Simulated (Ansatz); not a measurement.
System: cubic perovskite KZnF₃. Method: PBE-D4 (Ansatz, a quantum-chemistry and plane-wave program, plane waves, PAW).

Numerical settings: plane-wave cutoff 500 eV, 8×8×8 k mesh, gaussian smearing 0.02 eV, scalar-relativistic PAW data made under PBE.

Computed at the level's own relaxed cell.

Give the computed volume per atom, lattice parameter a and band gap.


- volume per atom: 13.84 Å³/atom
- lattice parameter a: 4.105 Å
- band gap: 3.76 eV (on the SCF k mesh)

Measured, for comparison: equilibrium volume per atom 13.34 Å³/atom, lattice constant a 4.055 Å (room temperature, no zero-point or thermal correction; as tabulated in Dubrovin et al. (2021), arXiv:2110.13026). Computed (rounded) less measured: equilibrium volume per atom +3.7 %, lattice constant a +1.2 %.

Computed values are for the static lattice.

Computing time: about 26 core-seconds (a rough figure).
